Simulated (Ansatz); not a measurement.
# BaTiO3, response to strain

Consider BaTiO$_{3}$ in the cubic perovskite structure (space group Pm-3m, No. 221).

```
CELL_PARAMETERS angstrom
      3.96988     0.00000     0.00000
      0.00000     3.96988     0.00000
      0.00000     0.00000     3.96988
ATOMIC_POSITIONS crystal
  Ba 0.00000 0.00000 0.00000
  Ti 0.50000 0.50000 0.50000
  O  0.50000 0.00000 0.50000
  O  0.00000 0.50000 0.50000
  O  0.50000 0.50000 0.00000
```

Cartesian axes are those of the cell as printed.

Strains are applied to the cell and any free atomic positions relax; under biaxial strain the out-of-plane vector relaxes too.

Computed with plane-wave PAW DFT at the PBEsol level (Ansatz, a program for electronic structure, 420 eV), scalar-relativistic without spin-orbit coupling.

```tsv
biaxial strain, plane normal [111], relaxed out of plane (%)	out-of-plane strain (%)
-2.5	1.48
-2	1.17
-1.5	0.86
-1	?
-0.5	0.28
0	0.00
```

**Question.** Fit ε⊥ = −νε + γε² (strains in %) to the rows shown and predict the withheld row.

**Answer.** Least squares on the printed values gives ν = 0.55 (the biaxial Poisson response) and γ = 0.017 (largest residual 0.00 %); this predicts 0.57 %, and the run gives 0.57 %, in agreement.

Stability against distortions was not tested. All final runs are without spin polarisation. Many cubic perovskites are stable only at high temperature; tilts and polar distortions were not tested. This is not the structure that BaTiO3 has at room temperature and ambient pressure.
